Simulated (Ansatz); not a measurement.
The starting structures come from a database of crystals and need not be the phases stable at ambient conditions.

By LDA, the system below comes out a metal.

A figure of merit of an interconnect metal is its ballistic conductance per area.

Input:

```yaml
crystal:
  lattice:
    - [2.82021, 0.00000, 0.00000]
    - [-1.18017, 5.05501, 0.00000]
    - [0.01293, 0.63679, 2.74250]
  atoms:
    - { symbol: Au, position: [0.66596, 0.27406, 0.32714] }
    - { symbol: Au, position: [0.33404, 0.72594, 0.67286] }
```

Space group of this cell: P-1. The cell is taken as given; by LDA its mean pressure is -11.9 GPa.

The current flows along the normal of the first two printed cell vectors. No spin-orbit coupling; the value is a mean over 0.1 eV about the Fermi level.

Problem. Estimate the ballistic conductance per area that LDA in Ansatz (an electronic-structure program) returns for this system.

Solution. 0.81 × 10¹⁵ S/m² for both spins.
